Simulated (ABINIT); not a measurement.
Worked example: self-consistent single point of Sr (Fm-3m, 1 atom in the cell) in ABINIT.

Method: PBE, PAW (JTH v2.0 PBE PAW) (plane waves; ABINIT 10.0.3).

```yaml
crystal:
  lattice:
    - [0.00000, 3.03088, 3.03088]
    - [3.03088, 0.00000, 3.03088]
    - [3.03088, 3.03088, 0.00000]
  atoms:
    - { symbol: Sr, position: [0.00000, 0.00000, 0.00000] }
```

Reference input (self-consistent single point, DFT, PBE, plane waves, PAW (JTH v2.0 PBE PAW)): pseudos = [Sr.GGA_PBE-JTH.xml]; ecut = 544 eV; pawecutdg = 1088 eV; pawxcdev = 0; occopt = 3; tsmear = 0.00367493 Ha; ngkpt = 6 6 6; nshiftk = 1; shiftk = 0 0 0; potentials = JTH v2.0 PBE PAW; nband = 10; kptopt = 1. This run's input differs from it in these lines:

```diff
@@ -16,7 +16,7 @@
 pawxcdev 0
-occopt 3
-tsmear 0.00367493
+occopt 7
+tsmear 0.00183747
 nband 10
 kptopt 1
-ngkpt 6 6 6
+ngkpt 10 10 10
 nshiftk 1
```

Output, abridged:

```
--- !BeginCycle
solver: {iscf: 17, nstep: 100, nline: 4, wfoptalg: 10, }
tolerances: {tolvrs: 1.00E-11, }
...

     iter   Etot(hartree)      deltaE(h)  residm     nres2
 ETOT  1  -31.026211765547    -3.103E+01 5.443E-02 5.060E-01
 ETOT  2  -31.042119217070    -1.591E-02 8.686E-03 1.657E-01
 ETOT  3  -31.041945958004     1.733E-04 9.919E-04 7.267E-02
 ETOT  4  -31.041784224018     1.617E-04 1.147E-03 7.997E-04
 ETOT  5  -31.041787181287    -2.957E-06 2.215E-04 3.622E-05
   [... 2 lines left out ...]
 ETOT  8  -31.041787189729     7.369E-10 1.814E-04 4.181E-09
 ETOT  9  -31.041787189783    -5.353E-11 7.563E-05 1.188E-09
 ETOT 10  -31.041787189790    -7.713E-12 9.015E-05 3.656E-10
 ETOT 11  -31.041787189790     4.263E-14 3.460E-05 5.232E-12
 At SCF step   11       nres2   =  5.23E-12 < tolvrs=  1.00E-11 =>converged.

 Cartesian components of stress tensor (hartree/bohr^3)
  sigma(1 1)=  7.88151136E-06  sigma(3 2)=  0.00000000E+00
  sigma(2 2)=  7.88151136E-06  sigma(3 1)=  0.00000000E+00
  sigma(3 3)=  7.88151136E-06  sigma(2 1)=  0.00000000E+00

 ----iterations are completed or convergence reached----

 reduced coordinates (array xred) for    1 atoms
       0.000000000000      0.000000000000      0.000000000000
 cartesian forces (eV/Angstrom) at end:
    1     -0.00000000000000    -0.00000000000000    -0.00000000000000
 frms,max,avg= 0.0000000E+00 0.0000000E+00   0.000E+00  0.000E+00  0.000E+00 e/A
 length scales=  8.099955012400  8.099955012400  8.099955012400 bohr
              =  4.286311583166  4.286311583166  4.286311583166 angstroms
   [... lines left out ...]
 Fermi (or HOMO) energy (hartree) =   0.12163   Average Vxc (hartree)=  -0.27218
   [... lines left out ...]
'-kT*entropy'       : -1.18549351953015E-04
total_energy        : -3.10417869638870E+01
total_energy_eV     : -8.44689980774673E+02
...

-Cartesian components of stress tensor (GPa)         [Pressure= -2.3188E-01 GPa]
- sigma(1 1)=  2.31882031E-01  sigma(3 2)=  0.00000000E+00
- sigma(2 2)=  2.31882031E-01  sigma(3 1)=  0.00000000E+00
- sigma(3 3)=  2.31882031E-01  sigma(2 1)=  0.00000000E+00

 Calculation completed.
```

The run converged in 11 iterations. Against the reference run the free energy goes up by 10.1 meV/atom and the pressure hardly changes (-0.14 to -0.23 GPa).

The starting cell has typed, rounded lattice constants, without a prior relaxation at this level. Its lattice was rescaled by up to half a per cent.
